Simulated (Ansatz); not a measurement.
## How the equilibrium lattice constant a of zinc-blende KI (model structure) moves with the method

No measured value is used here.

| level (code) | value (Å) |
|---|---|
| LDA (Ansatz) | 7.643 |
| PBE (Ansatz) | 7.989 |
| PBEsol (Ansatz) | 7.852 |
| r²SCAN (Ansatz) | 7.931 |
| HSE06 (Ansatz) | 7.962 |

K meshes differ between the levels. Ansatz's density-functional and Hartree–Fock values are scalar-relativistic unless marked +SOC, with PAW data made under PBE.

A model structure was made by putting elements into a prototype or built by hand; it is no filed structure, need not be a known phase, and can be a saddle point held by its symmetry.

Ansatz is a first-principles code.
